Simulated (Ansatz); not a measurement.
## ZrSe2, response to strain

The parent structure is ZrSe₂ in the CdI2 type structure (space group P-3m1, No. 164; layered, stacked along the Cartesian z axis; relaxed with 0.1 eV smearing).

```xyz
3
Lattice="3.6598 0.0000 0.0000 -1.8299 3.1695 0.0000 0.0000 0.0000 5.8412" Properties=species:S:1:pos:R:3 pbc="T T T"
Zr     0.0000     0.0000     0.0000
Se     0.0000     2.1130     1.6084
Se     1.8299     1.0565     4.2329
```

Cartesian axes are those of the cell as printed.

Strains are applied to the cell and any free atomic positions relax.

Computed with Ansatz (a first-principles code) PBEsol-D3(BJ), spin-orbit coupling left out.

Notes on the quantities. pressure: mean of the normal stresses, compression positive; energy relative to the base: free energy F.

```tsv
case	volume per atom	pressure	energy relative to the base
base	22.59 Å³	0.0 GPa	0 meV/atom
uniaxial strain ε_xx = −2.50 %	22.02 Å³	1.3 GPa	+5.2 meV/atom
uniaxial strain ε_xx = −2.00 %	22.13 Å³	1.1 GPa	+3.3 meV/atom
uniaxial strain ε_xx = −1.50 %	22.25 Å³	0.8 GPa	+1.9 meV/atom
uniaxial strain ε_xx = −1.00 %	22.36 Å³	0.5 GPa	+0.8 meV/atom
uniaxial strain ε_xx = −0.50 %	22.47 Å³	(withheld)	+0.2 meV/atom
uniaxial strain ε_xx = +0.50 %	22.70 Å³	-0.2 GPa	+0.2 meV/atom
uniaxial strain ε_xx = +1.00 %	22.81 Å³	-0.5 GPa	+0.8 meV/atom
uniaxial strain ε_xx = +1.50 %	22.92 Å³	-0.8 GPa	+1.8 meV/atom
uniaxial strain ε_xx = +2.50 %	23.15 Å³	-1.2 GPa	+4.9 meV/atom
```

**Question.** Some entries are withheld; estimate them.

**Answer.** 
- uniaxial strain ε_xx = −0.50 %, pressure: 0.3 GPa

Stability against distortions was not tested. All final runs are without spin polarisation.
